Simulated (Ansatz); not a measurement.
Bi4Ge3O12 (I-43d, No. 220) was calculated with LDA (PAW; Ansatz, a program for electronic structure).

Numerical settings: plane-wave cutoff 520 eV, 6×6×6 k mesh, Fermi–Dirac smearing 0.01 eV, scalar-relativistic PAW data made under PBE.

Cell (relaxed at this level):

Bi₄Ge₃O₁₂ is modelled in the cubic space group I-43d (No. 220), Pearson symbol cI76. Cell: a = b = c = 10.3591 Å, α = β = γ = 90.00°. Ge on 12a has 4 O at 1.749 Å (tetrahedral). Bi on 16c is coordinated by 3 O at 2.184 Å and 3 O at 2.522 Å. O on 48e is coordinated by 1 Ge at 1.749 Å and 1 Bi at 2.184 Å and 1 Bi at 2.522 Å (trigonal planar). (Neighbours: up to the widest gap in distance over summed covalent radii, below 1.35, at either atom; cation-cation and far metal-metal contacts left out.)
(The calculation used a cell of 38 atoms; values per cell refer to that cell.)

### Question
What does this level give for the bulk modulus, band gap, smallest direct gap on the k points sampled and direct gap at Γ?

### Answer

- bulk modulus: 65.3 GPa
- band gap: 3.64 eV
- smallest direct gap on the k points sampled: 3.67 eV
- direct gap at Γ: 4.03 eV

Spin–orbit coupling is not included; with these elements it can move the gap by several tenths of an eV or more.

It cost about 2.6 core-hours (a rough figure) of CPU time.
